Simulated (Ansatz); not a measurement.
An Ansatz (a first-principles code) run: Ru with a change (isotropic strain +2.50 %); PBE (Ansatz, PAW, scalar-relativistic without spin-orbit coupling).

Input:

Ansatz 0.2 input:
```yaml
crystal:
  lattice:
    - [2.789961939, 0, 0]
    - [-1.3949809695, 2.4161779148, 0]
    - [0, 0, 4.4013315661]
  atoms:
    - { symbol: Ru, position: [0.6666666667, 0.3333333333, 0.75] }
    - { symbol: Ru, position: [0.3333333333, 0.6666666667, 0.25] }
basis: { ecutwfc: 420, ecutrho_ratio: 4, xc_grid: 2, fft_grid_basis: typed }
kpoints: { mp_grid: { grid: [24, 24, 14] } }
hamiltonian:
  xc: pbe
  dispersion: none
  pseudopotentials: { kind: paw }
scf: { occupations: { method: fermi_dirac, width: 0.1 }, convergence: { dr2_threshold: 0.0000000002 } }
relax: { f_tol: 0.005, max_steps: 50 }
output: { forces: true, stress: true }
checkpoint: { write: state.ck, write_every: 1000 }
```

Output (explanatory and most iteration lines left out):

```
Relaxation: its limit of steps is 50 (relax.max_steps)
Pseudopotential: Ru, paw, valence charge 16
Crystal: 2 atoms, lattice volume = 29.670 Å³
Basis set: ecut = 420 eV, 591 PW (Γ), exchange–correlation on 40×40×60 points (8 copies of the dense FFT grid, shifted against one another)
Bands: 20, of which v1, the nominal top of the filled ones, is band 16 counted from 1 (15 counted from 0)
Symmetry: 24 space group operations
Space group: P63/mmc (ITA 194), of the structure as read, at distance tolerance 3.1e-5 Å
k-points: 488 of 8064
Functional: x = pbe(κ = 0.804, μ = 0.2195149727645171), c = pbe(β = 0.06672455060314922)
SCF iter   1: F=—  HF=-11757.264235 eV  |F-HF|=—  |Δ(HF+E_count)|=         —  Δρ=5.87e-3  dr2=2.13e-3  ethr=1.77e-3  ⟨swp⟩=5.0  Hψ=88621  notcnv=0  defer=88
SCF iter   2: F=—  HF=-11757.266296 eV  |F-HF|=—  |Δ(HF+E_count)|=   2.06e-3  Δρ=3.46e-3  dr2=7.72e-4  ethr=6.67e-6  ⟨swp⟩=2.0  Hψ=20215  notcnv=0  defer=125
SCF 1 converged in 7 iterations: F = -11757.267433 eV  dr2 = 3.45e-11
relax step   1: F+E_penalty+E_count = -11757.26743347 eV  Δ(F+E_penalty+E_count) = +0.000e0 eV  max|allowed force component| = 7.401e-17 eV/Å  Δτ_max = 0.0000 Å  (7 SCF iters, accepted)
SCF converged after 7 iterations
Free energy (F): -11757.267433 eV
Internal energy: -11757.203686 eV  (E = F + TS)
E sigma→0 (E₀):  -11757.235560 eV
Entropy (-TS):   -0.063747 eV (-31.874 meV/atom)
Fermi energy:    21.082736 eV
--- Forces (eV/Å), atoms counted from 1 ---
  atom   1  Ru    -0.00000000    -0.00000000    -0.00000000
  atom   2  Ru     0.00000000     0.00000000     0.00000000
--- Stress (GPa, compression-positive) ---
      -18.791261      -0.000000      -0.000000
       -0.000000     -18.791261      -0.000000
       -0.000000      -0.000000     -20.051161
  P = ⅓ Tr σ = -19.2112 GPa (-192.112 kbar)
--- Relaxed structure (1 steps of the walk, 1 accepted, 0 SCFs on fresh bases) ---
  atoms:
    - { symbol: Ru, position: [0.6666666666666666, 0.3333333333333333, 0.75] }
    - { symbol: Ru, position: [0.3333333333333333, 0.6666666666666666, 0.25] }
```

Whether these cells are dynamically stable was not tested. All final runs are without spin polarisation. The cell was made from Ru in the hcp (Mg type) structure (space group P6_3/mmc, No. 194) by this change: isotropic strain +2.50 %.
